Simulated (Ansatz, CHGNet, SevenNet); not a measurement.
GaAs (model structure, started from the NiAs type, P6₃/mmc, No. 194, 4 atoms in the cell): properties by level of theory

| level (code) | equilibrium lattice constant a (Å) | c axis length (Å) |
|---|---|---|
| CHGNet 0.3.0 | 3.713 | 6.797 |
| SevenNet-0 | 3.759 | 6.468 |
| SevenNet-l3i5 | 3.782 | 6.425 |
| PBEsol (Ansatz) | 3.700 | 6.352 |

Ansatz's density-functional and Hartree–Fock values are scalar-relativistic unless marked +SOC, with PAW data made under PBE.

Static lattice: no zero-point or thermal effects.

A model structure was made by putting elements into a prototype or built by hand; it is no filed structure, need not be a known phase, and can be a saddle point held by its symmetry.

Ansatz is an electronic-structure program.
